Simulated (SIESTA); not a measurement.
A short convergence ladder for VRe (Cmm2, 2 atoms in the cell)

```
CELL_PARAMETERS angstrom
      1.50727    -2.17574     0.00000
      1.50727     2.17574     0.00000
      0.00000     0.00000     4.20942
ATOMIC_POSITIONS crystal
  V  0.50000 0.50000 0.51188
  Re 0.00000 0.00000 0.00000
```

Base method: SIESTA 5.4.2 with LDA PW92, numerical atomic orbitals DZP, PseudoDojo LDA standard norm-conserving potentials (rewritten from UPF to PSML).

Base settings: XC.functional = LDA; XC.authors = PW92; potentials = PseudoDojo LDA standard; PAO.BasisSize = DZP; PAO.EnergyShift = 0.01 Ry; MeshCutoff = 400 Ry; kgrid.MonkhorstPack = 5 5 3; OccupationFunction = FD; ElectronicTemperature = 1160.45 K; MaxSCFIterations = 150.

**The setting basis size**

Level: DFT, LDA PW92, numerical atomic orbitals TZDP, PseudoDojo LDA standard norm-conserving potentials (rewritten from UPF to PSML).

Moved along: PAO.BasisSize.

The second cell is the first with its lattice scaled by 0.98.

The mesh stays at the base's, so the ladder's end is converged at best in this setting alone.

The sets are ordered by size and need not be nested.

Only quantities that move along the ladder and can be compared are tabulated.

```csv
basis (functions),energy of the compressed cell less the first (meV/atom),pressure (GPa),largest difference of a force vector from the last step's (eV/Å)
SZ (20),-126.47,-33.31,0.255
SZP (26),29.32,-5.02,0.048
DZ (32),-82.49,-26.81,0.107
DZP (38),-2.41,-10.31,0.024
TZP (50),-4.28,-10.35,0.002
TZDP (56),1.22,-9.40,0.000
```

Coarsest basis (functions) that holds the energy of the compressed cell less the first within 2 meV/atom: not settled: the last two steps still differ by 5.5 meV/atom, over half the tolerance, so the ladder does not show it.

Coarsest basis (functions) that holds the pressure within 0.5 GPa: not settled: the last two steps still differ by 0.94 GPa, over half the tolerance, so the ladder does not show it.

Coarsest basis (functions) that holds the forces within 0.005 eV/Å of the last step, with all finer ones: TZP (50); the step before is off by 0.024 eV/Å.

On the base run: the starting cell comes from a database of computed structures (which also holds hypothetical and non-ambient phases and stackings), without a prior relaxation at this level. Its lattice was rescaled by up to half a per cent. One atom was moved a little off its site on purpose. Spin polarisation is off. Values carry the incompleteness of an atom-centred basis. In the base run, with a pressure of about -10 GPa the cell is away from its equilibrium volume at this level. Without a gap this mesh is coarse (it stands for a supercell whose shortest vector is 13 Å).
